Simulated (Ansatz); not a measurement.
MgSe: isotropic strain +1.44 %

The parent structure is MgSe in the rock salt structure (space group Fm-3m, No. 225; a = 5.472 Å).

The change: every lattice vector is stretched by 1.44 %; the atoms relax in the strained cell.

All numbers come from plane-wave PAW DFT at the r2SCAN level (Ansatz, an electronic-structure program, 500 eV), without spin-orbit coupling. k-mesh 10×10×10 (Γ-centred); smearing 0.05 eV (Fermi–Dirac).

Volume per atom: 21.38 Å³ (base 20.48 Å³)
Space group: Fm-3m (No. 225) (base Fm-3m (No. 225))
Shortest interatomic distance: 2.775 Å (base 2.736 Å)
Energy relative to the base (free energy F): +7.6 meV/atom
Pressure: -2.60 GPa (base 0.00 GPa)
Band gap: 2.40 eV (base 2.48 eV)
Gap character: indirect, Γ → X (base indirect, Γ → X)
Smallest direct gap: 3.14 eV (base 3.44 eV)
Mean gap deformation potential ΔEg/Δln V: -1.8 eV
Width of the top valence band: 2.35 eV (base 2.47 eV)
Electron mass: 0.48 mₑ along k, 0.25 mₑ across (at X) (base 0.48 mₑ along k, 0.25 mₑ across (at X))
Hole mass (degenerate bands, along [100]): 0.19, 0.83, 0.83 mₑ (at Γ) (base 0.20, 0.79, 0.79 mₑ (at Γ))
Valley order (the lowest conduction-band minima on the path, energy above the VBM, named in the base's zone): X along ⟨100⟩ 2.40 eV; Γ 3.14 eV (base X along ⟨100⟩ 2.48 eV; Γ 3.44 eV)

Final structure:

```yaml
crystal:
  lattice:
    - [0.00000, 2.77548, 2.77548]
    - [2.77548, 0.00000, 2.77548]
    - [2.77548, 2.77548, 0.00000]
  atoms:
    - { symbol: Se, position: [0.00000, 0.00000, 0.00000] }
    - { symbol: Mg, position: [0.50000, 0.50000, 0.50000] }
```

Effective masses come from finite differences of ±0.01 Å⁻¹. Along k means along the line from Γ to the band edge. Gaps are Kohn–Sham eigenvalue differences; semilocal functionals usually give less than the measured gap. Whether these cells are dynamically stable was not tested.
